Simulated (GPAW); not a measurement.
**σxx against uniaxial strain in cubic perovskite BaZrO3 (space group 221): C11 (GPAW, LDA)**

```yaml
crystal:
  lattice:
    - [4.07918, 0.00000, 0.00000]
    - [0.00000, 4.14130, 0.00000]
    - [0.00000, 0.00000, 4.14130]
  atoms:
    - { symbol: Ba, position: [0.00000, 0.00000, 0.00000] }
    - { symbol: Zr, position: [0.50000, 0.50000, 0.50000] }
    - { symbol: O, position: [0.50000, 0.00000, 0.50000] }
    - { symbol: O, position: [0.00000, 0.50000, 0.50000] }
    - { symbol: O, position: [0.50000, 0.50000, 0.00000] }
```

Computed with LDA (Perdew-Wang 92), GPAW PAW datasets LDA (gpaw-data 1.0.1) (plane waves; GPAW 25.7.0). Settings: mode = pw; ecut = 1040 eV; xc = LDA; kpts = 10 10 10; mesh shift (steps) = 0 0 0; occupations.name = fermi-dirac; occupations.width = 0.01 eV; nbands = -4; convergence.density = 1e-06 e/electron; convergence.energy = 1e-06 eV/electron; convergence.bands = -2; symmetry.symmorphic = false; symmetry.tolerance = 0.0005; maxiter = 100. The cell above is the first row's. The rows stretch one cube axis (x) by the strain ε and hold the other two. Stress is positive in tension. In all rows fractional positions and the k mesh are held.

```
ε (%)  σxx (GPa)
-----  ---------
-1.5           ?
-1.0       -3.62
-0.5       -1.75
0.0         0.02
0.5         1.71
1.0         3.31
1.5         4.83
2.0         6.27
```

Fit σxx of the 7 rows that show it with a parabola. Least squares gives σxx = 0.019 + 3.4648·ε - 0.1705·ε². Residuals (row less fit): -0.004, 0.006, 0.001, 0.001, -0.003, -0.003, 0.003; standard error 0.005 (degrees of freedom: 4). The slope at ε = 0, 3.4648 GPa per cent, gives C11 ≈ 100 × 3.4648 = 346 GPa, for the static lattice.

Q: Predict the withheld σxx at ε = -1.5 from the fit, and compare with the calculation.

A: σxx = 0.019 + 3.4648 × (-1.5) - 0.1705 × (-1.5)² = -5.562 GPa. The calculation gives -5.58 GPa, 0.018 GPa below the prediction (0.2 % of the range of σxx in the table). The row lies outside the fitted rows, so this is an extrapolation. From the scatter of the fitted rows alone, a prediction at this place has a standard error of 0.008 GPa, so the miss is 2.2 times that.

Carrying the step between the two nearest rows on in a straight line would have given -5.49, off by 0.09; series whose last step already gives the withheld value aren't shown. The reference cell has the volume at which an earlier scan in this program and functional put its minimum by a fit. The runs keep the symmetry of the cell, so they don't test it for distortions. The unstrained cell stands at a pressure of -0.02 GPa, and the constants belong to that pressure. By symmetry this strain leaves no force on the atoms; the largest in the rows is 0.000 eV/Å. Spin-orbit coupling is off. Cutoffs and mesh are single choices, not tested for convergence of this quantity. Series with a scatter that would blur these digits, or in which a gap closes, are not shown. Strain series were run only where this level's volume lies within 10 % of a first guess from the measured size.
